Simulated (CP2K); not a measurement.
A self-consistent single point of TiPd (P1, 2 atoms in the cell) with CP2K.

Method: LDA (Pade form), GPW, DZVP-MOLOPT-SR-GTH basis, GTH-PADE potentials (GTH_POTENTIALS) (CP2K).

```
TiPd
1.0
    2.81471     0.00000     0.00000
    0.00000     2.81471     0.00000
    0.00000     0.00000     3.86576
Ti Pd
1 1
Direct
  0.00536   0.99667   0.99248
  0.49464   0.50333   0.50752
```

Reference input (self-consistent single point, DFT LDA (Pade form), GPW, DZVP-MOLOPT-SR-GTH basis, GTH-PADE potentials (GTH_POTENTIALS)): CUTOFF = 600 Ry; REL_CUTOFF = 50 Ry; SMEAR/METHOD = FERMI_DIRAC; ELECTRONIC_TEMPERATURE = 1160.45 K; KPOINTS/SCHEME = MONKHORST-PACK 8 8 6; XC_FUNCTIONAL = PADE; Ti/BASIS_SET = DZVP-MOLOPT-SR-GTH; Ti/POTENTIAL = GTH-PADE-q12; Pd/BASIS_SET = DZVP-MOLOPT-SR-GTH; Pd/POTENTIAL = GTH-PADE-q18; METHOD = GPW; EPS_DEFAULT = 1e-11. This run's input differs from it in these lines:

```diff
@@ -34,4 +34,4 @@
       &SMEAR ON
-        METHOD FERMI_DIRAC
-        ELECTRONIC_TEMPERATURE [K] 1160.45
+        METHOD GAUSSIAN
+        SIGMA [eV] 0.3
       &END SMEAR
```

Output (repeated stretches shortened):

```
 SCF WAVEFUNCTION OPTIMIZATION

  Step     Update method      Time    Convergence         Total energy    Change
     1 NoMix/Diag. 0.20E+00      -     1.70050514      -185.7268211350 -1.86E+02
     2 Broy./Diag. 0.20E+00      -     0.95357800      -189.7217429696 -3.99E+00
     3 Broy./Diag. 0.20E+00      -     0.28875891      -185.3758348226  4.35E+00
     4 Broy./Diag. 0.20E+00      -     0.32144356      -185.5677062212 -1.92E-01
     5 Broy./Diag. 0.20E+00      -     0.21994903      -185.5578084601  9.90E-03
     6 Broy./Diag. 0.20E+00      -     0.01244787      -184.9215193336  6.36E-01
   [... 7 lines left out ...]
    14 Broy./Diag. 0.20E+00      -     0.00001522      -185.1375998851 -1.63E-04
    15 Broy./Diag. 0.20E+00      -     0.00000239      -185.1376347867 -3.49E-05
    16 Broy./Diag. 0.20E+00      -     0.00000222      -185.1376265320  8.25E-06
    17 Broy./Diag. 0.20E+00      -     0.00000005      -185.1376203336  6.20E-06
  *** SCF run converged in    17 steps ***

  Overlap energy of the core charge distribution:               0.00000000000000
  Self energy of the core charge distribution:               -329.82276809710942
  Core Hamiltonian energy:                                     80.18467100714612
  Hartree energy:                                              84.13471000590447
  Exchange-correlation energy:                                -19.63080759604922
  Smearing free energy correction:                             -0.00342565332049
  Fermi energy:                                                 0.49925535506981

  Total energy:                                              -185.13762033355636
  Total energy (extrapolated to sigma->0):                   -185.13590750689610

                     Mulliken Population Analysis

   [... lines left out ...]

 STRESS| Analytical stress tensor [bar]
 STRESS|                        x                   y                   z
 STRESS|      x       -1.05583857416E+05   2.57486385547E+01  -1.11392543092E+03
 STRESS|      y        2.57486385547E+01  -1.05466381660E+05   6.92157116873E+02
 STRESS|      z       -1.11392543092E+03   6.92157116873E+02  -1.33387956016E+05
 STRESS| 1/3 Trace                                            -1.14812731698E+05
```

The run converged in 17 iterations. Against the reference run the free energy drops by 5.6 meV/atom, the pressure goes from -11.59 to -11.48 GPa and the largest force stays at 0.283 eV/Å.

The starting cell comes from a database of computed structures (which also holds hypothetical and non-ambient phases and stackings), without a prior relaxation at this level. Its atoms were displaced at random from the sites of space group no. 123. Spin polarisation is off. Values carry the incompleteness of an atom-centred basis. With a pressure of about -11 GPa the cell is away from its equilibrium volume at this level.

Cost on one core of a shared machine: roughly 2 min.
